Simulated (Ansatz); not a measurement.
**MgTe: pressure −1 GPa**

Start from MgTe in the zinc blende structure (space group F-43m, No. 216; a = 6.509 Å).

Perturbation: hydrostatic tension (pressure −1 GPa).

Level of theory: PBE, PAW, 420 eV (Ansatz, a quantum-chemistry and plane-wave program; no spin-orbit coupling). Γ-centred 9×9×9 mesh, Fermi–Dirac width 0.05 eV.

| quantity | base | changed | shift |
|---|---|---|---|
| volume per atom | 34.48 Å³ | 35.58 Å³ | +1.10 Å³ |
| density | 3.66 g/cm³ | 3.54 g/cm³ | -0.113 g/cm³ |
| lattice parameter a | 6.509 Å | 6.578 Å | +0.069 Å |
| enthalpy H = E + PV relative to the base's energy | – | -0.22 eV/atom | – |
| band gap | 2.33 eV | 2.19 eV | -0.14 eV |
| gap character | direct at Γ | direct at Γ | – |
| mean gap deformation potential ΔEg/Δln V | – | -4.3 eV | – |
| width of the top valence band | 1.39 eV | 1.33 eV | -0.06 eV |
| electron mass | 0.17 mₑ (at Γ) | 0.17 mₑ (at Γ) | – |
| hole mass (degenerate bands, along [100]) | 0.20, 0.92, 0.92 mₑ (at Γ) | 0.19, 0.95, 0.95 mₑ (at Γ) | – |
| valley order (the lowest conduction-band minima on the path, energy above the VBM, named in the base's zone) | Γ 2.33 eV; X along ⟨100⟩ 2.88 eV; L along ⟨111⟩ 3.17 eV | Γ 2.19 eV; X along ⟨100⟩ 2.92 eV; L along ⟨111⟩ 3.09 eV | – |

Final structure:

```
MgTe
1.0
    0.00000     3.28900     3.28900
    3.28900     0.00000     3.28900
    3.28900     3.28900     0.00000
Mg Te
1 1
Direct
  0.00000   0.00000   0.00000
  0.25000   0.25000   0.25000
```

With Te present, leaving out spin-orbit coupling can change the band edges. Load acts through the strain it causes; cell and atoms are relaxed under it. Effective masses come from finite differences of ±0.01 Å⁻¹. No phonon test of stability was made.
